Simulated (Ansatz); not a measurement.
Base system: Al in the fcc (Cu type) structure (space group Fm-3m, No. 225; relaxed with 0.1 eV smearing).

```
CELL_PARAMETERS angstrom
      0.00000     1.99618     1.99618
      1.99618     0.00000     1.99618
      1.99618     1.99618     0.00000
ATOMIC_POSITIONS crystal
  Al 0.00000 0.00000 0.00000
```

Cartesian axes are those of the cell as printed.

Method: r2SCAN (Ansatz, a quantum-chemistry and plane-wave program; PAW; 500 eV plane waves; no spin-orbit coupling), earlier PAW set.

Strains are applied to the cell and any free atomic positions relax; under biaxial strain the out-of-plane vector relaxes too; under stress the whole cell relaxes.

One change was made to it. Results:

```json
[
 {"quantity": "energy relative to the base (free energy F)", "base": "0 meV/atom", "after": "+1.9 meV/atom"},
 {"quantity": "shortest interatomic distance", "base": "5.335 bohr", "after": "5.300 bohr"}
]
```

Q: Which change produced these results?
A. uniaxial stress, 2 GPa compression along x
B. tensor shear ε_xz = +2.81 %
C. biaxial strain +0.26 %, plane normal [110], relaxed out of plane
D. uniaxial strain ε_yy = −2.55 %

A: A, uniaxial stress, 2 GPa compression along x. For comparison, the energy relative to the base in the other runs: biaxial strain +0.26 %, plane normal [110], relaxed out of plane gives +0.1 meV/atom; uniaxial strain ε_yy = −2.55 % gives +4.7 meV/atom; tensor shear ε_xz = +2.81 % gives +7.3 meV/atom.

A biaxial case was relaxed in a doubled cell and then solved in the primitive one. Stability under load was not tested beyond the relaxation.
